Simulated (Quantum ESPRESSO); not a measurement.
Quantum ESPRESSO run on LaMg6B (Amm2, 8 atoms in the cell): self-consistent single point.

Level of theory: Wu-Cohen GGA, SSSP 1.1.2 efficiency (PBE) pseudopotentials (plane waves; Quantum ESPRESSO).

```
CELL_PARAMETERS angstrom
      4.76318     0.00000     0.00000
      0.00000     2.88511     6.76941
      0.00000    -2.88511     6.76941
ATOMIC_POSITIONS crystal
  La 0.50000 0.19603 0.19603
  Mg 0.50000 0.69930 0.19706
  Mg 0.50000 0.19706 0.69930
  Mg 0.00000 0.81731 0.34047
  Mg 0.00000 0.34047 0.81731
  Mg 0.00000 0.35870 0.35870
  Mg 0.00000 0.78689 0.78689
  B  0.50000 0.60424 0.60424
```

Reference input (self-consistent single point, DFT, LDA (PZ), plane waves, GBRV 1.5 ultrasoft (LDA) pseudopotentials): ecutwfc = 40 Ry; ecutrho = 200 Ry; occupations = smearing; smearing = gauss; degauss = 0.0073499 Ry; potentials = {La: la_lda_v1.uspp.F.UPF, Mg: mg_lda_v1.4.uspp.F.UPF, B: b_lda_v1.4.uspp.F.UPF}; K_POINTS = automatic 4 4 4 0 0 0; conv_thr = 1e-10 Ry; mixing_beta = 0.7. This run's input differs from it in these lines:

```diff
@@ -12,4 +12,4 @@
   ntyp = 3
-  ecutwfc = 40
-  ecutrho = 200
+  ecutwfc = 50
+  ecutrho = 400
   occupations = 'smearing'
@@ -17,2 +17,3 @@
   degauss = 0.0073499
+  input_dft = 'wc'
 /
@@ -23,5 +24,5 @@
 ATOMIC_SPECIES
-La   138.9055  la_lda_v1.uspp.F.UPF
-Mg    24.3050  mg_lda_v1.4.uspp.F.UPF
-B     10.8100  b_lda_v1.4.uspp.F.UPF
+La   138.9055  La.GGA-PBE-paw-v1.0.UPF
+Mg    24.3050  Mg.pbe-n-kjpaw_psl.0.3.0.UPF
+B     10.8100  b_pbe_v1.4.uspp.F.UPF
 ATOMIC_POSITIONS crystal
```

Output, abridged:

```
     Self-consistent Calculation

     iteration #  1     ecut=    50.00 Ry     beta= 0.70

     total energy              =    -661.67329554 Ry
     estimated scf accuracy    <       0.83471399 Ry

     iteration #  2     ecut=    50.00 Ry     beta= 0.70

     total energy              =    -661.67876209 Ry
     estimated scf accuracy    <       4.23674427 Ry

     iteration #  3     ecut=    50.00 Ry     beta= 0.70

     total energy              =    -662.16848380 Ry
     estimated scf accuracy    <       0.13949961 Ry

   [... 12 blocks of this kind left out ...]

     iteration # 16     ecut=    50.00 Ry     beta= 0.70
     c_bands:  3 eigenvalues not converged
     c_bands:  4 eigenvalues not converged

     total energy              =    -662.21757029 Ry
     estimated scf accuracy    <          1.5E-10 Ry

     iteration # 17     ecut=    50.00 Ry     beta= 0.70
     c_bands:  3 eigenvalues not converged
     End of self-consistent calculation

     the Fermi energy is     4.9586 ev

!    total energy              =    -662.21757029 Ry
     estimated scf accuracy    <          6.3E-12 Ry
     smearing contrib. (-TS)   =      -0.00123236 Ry
     internal energy E=F+TS    =    -662.21633793 Ry

     convergence has been achieved in  17 iterations

     Forces acting on atoms (cartesian axes, Ry/au):

     atom    1 type  1   force =     0.00000000    0.00000000   -0.00443652
     atom    2 type  2   force =     0.00000000   -0.00222142   -0.00062897
     atom    3 type  2   force =     0.00000000    0.00222142   -0.00062897
     atom    4 type  2   force =     0.00000000   -0.00032662    0.00183742
     atom    5 type  2   force =     0.00000000    0.00032662    0.00183742
   [... lines left out ...]

     Total force =     0.007939     Total SCF correction =     0.000001

          total   stress  (Ry/bohr**3)                   (kbar)     P=      -14.99
  -0.00012742   0.00000000   0.00000000          -18.74        0.00        0.00
   0.00000000  -0.00010245   0.00000000            0.00      -15.07        0.00
   0.00000000   0.00000000  -0.00007577            0.00        0.00      -11.15

   JOB DONE.
```

The run converged in 17 iterations. Against the reference run the pressure goes from -3.11 to -1.50 GPa and the largest force goes from 0.170 to 0.121 eV/Å. The full log also holds: “c_bands:  3 eigenvalues not converged”. The full log also holds: “c_bands:  2 eigenvalues not converged”.

The starting cell comes from a database of computed structures (which also holds hypothetical and non-ambient phases and stackings), without a prior relaxation at this level. Its lattice was rescaled by a random factor within 2.5 % of one.

Cost on one core of a shared machine: roughly 5 min.
